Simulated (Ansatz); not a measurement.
For GaP (model structure, started from the NiAs type, P6₃/mmc, No. 194, 4 atoms in the cell), PBE in Ansatz (PAW) gives:

- lattice parameter a = 3.619 Å
- c axis length = 6.118 Å

Q: What does PBE-D3(BJ) (PAW; Ansatz, a program for electronic structure) give for the same quantities?

A: 
- lattice constant a: 3.566 Å (falls by 1.5 %)
- lattice parameter c: 6.045 Å (drops by 1.2 %)

Changes are worked out from the printed values.

Unless a cell is named, each level is at its own relaxed cell (PBE 17.34, PBE-D3(BJ) 16.64 Å³/atom).

Ansatz's density-functional and Hartree–Fock values are scalar-relativistic unless marked +SOC, with PAW data made under PBE.

A model structure was made by putting elements into a prototype or built by hand; it is no filed structure, need not be a known phase, and can be a saddle point held by its symmetry.
